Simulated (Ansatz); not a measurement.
## A computed series for CeO2: response to strain

Take CeO2 in the fluorite structure (space group Fm-3m, No. 225) as the base.

```xyz
3
Lattice="0.0000 2.7321 2.7321 2.7321 0.0000 2.7321 2.7321 2.7321 0.0000" Properties=species:S:1:pos:R:3 pbc="T T T"
Ce     0.0000     0.0000     0.0000
O      1.3661     1.3661     1.3661
O      4.0982     4.0982     4.0982
```

Strains are applied to the cell and any free atomic positions relax.

Method: PBE (Ansatz, an electronic-structure program, PAW, no spin-orbit coupling).

```
isotropic strain (%)  pressure (GPa)
--------------------  --------------
-1.96                           11.8
-0.67                            3.7
0                                0.0
0.34                               ?
4.1                            -16.0
```

Q: Fit P = P₀ − Bδ + Cδ² with δ = (1 + ε)³ − 1 to the rows shown and predict the withheld row.

A: Least squares on the printed values gives P₀ = 0.0 GPa, B = 180 GPa, C = 432 GPa (largest residual 0.0 GPa); this predicts -1.8 GPa, and the run gives -1.7 GPa, in agreement.

Whether these cells are dynamically stable was not tested. Starting moments died away, wholly or in part, for the base; another magnetic solution may exist. The final runs are not spin-polarised.
